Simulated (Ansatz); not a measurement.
Start from TlCl in the NiAs type structure (space group P6_3/mmc, No. 194; a = 4.501 Å, c = 7.920 Å; a hypothetical phase, not in the database extracts checked). Axes: x lies along a and z along c of the hexagonal cell.

(Cell as relaxed with PBE.)

Levels (all Ansatz, a quantum-chemistry and plane-wave program, PAW): PBE (420 eV, no spin-orbit coupling); PBEsol (420 eV, spin-orbit coupling left out).

Each level relaxes its own structure.

```csv
base,PBE,PBEsol
volume per atom,34.74 Å³,31.60 Å³
lattice parameter a,4.501 Å,4.347 Å
band gap,2.20 eV,1.77 eV
```

It is then changed as follows: compressive biaxial strain of 2.65 % in the plane normal to [001], as in epitaxy on a mismatched substrate; the out-of-plane cell vector and the atoms relax.

| quantity | PBE | PBEsol |
|---|---|---|
| out-of-plane strain | +2.50 % | (withheld) |
| valence-band top at Γ (three highest levels, from the VBM) | 0.00, -1.61, -1.61 eV | (withheld) |
| smallest direct gap | 2.32 eV | (withheld) |

### Question
Given the PBE results, estimate those of PBEsol.

### Answer

- out-of-plane strain, PBEsol: +2.94 %
- valence-band top at Γ (three highest levels, from the VBM), PBEsol: 0.00, -2.02, -2.02 eV
- smallest direct gap, PBEsol: 1.93 eV

PBE's out-of-plane strain lies 0.44 % below PBEsol's; PBE's smallest direct gap lies 0.39 eV above PBEsol's. Neither level is exact; PBEsol is the comparison here, not a measurement.

Spin-orbit coupling, missing from the scalar runs, can matter with Tl. Stability against distortions was not tested.
